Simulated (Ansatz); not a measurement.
Take TiO₂ in the anatase structure (space group I4_1/amd, No. 141; a = 3.770 Å, c = 9.552 Å) as the base. Axes: x, y, z lie along a, b, c of the conventional cell.

Now apply this change: the symmetric strain tensor [-0.0263 0.0080 -0.0065; 0.0080 0.0073 0.0012; -0.0065 0.0012 0.0007]; the atoms relax in the strained cell.

Levels (all Ansatz, an electronic-structure program, PAW): PBEsol (420 eV, no spin-orbit coupling); HSE06 (420 eV, spin-orbit coupling left out).

The geometry is relaxed with PBEsol.

```
Quantity           Value
---------------  -------
PBEsol band gap  2.18 eV
```

With HSE06 at the same geometry, the band gap grows by 1.56 eV, from 2.18 eV to 3.74 eV.

Single points use the geometry relaxed with PBEsol. HSE06 was sampled on its mesh, a few special points and the semilocal edge points, so its gap is an upper bound. Stability against distortions was not tested. The base started in C2/c and relaxed to I4_1/amd at this level. All final runs are without spin polarisation.
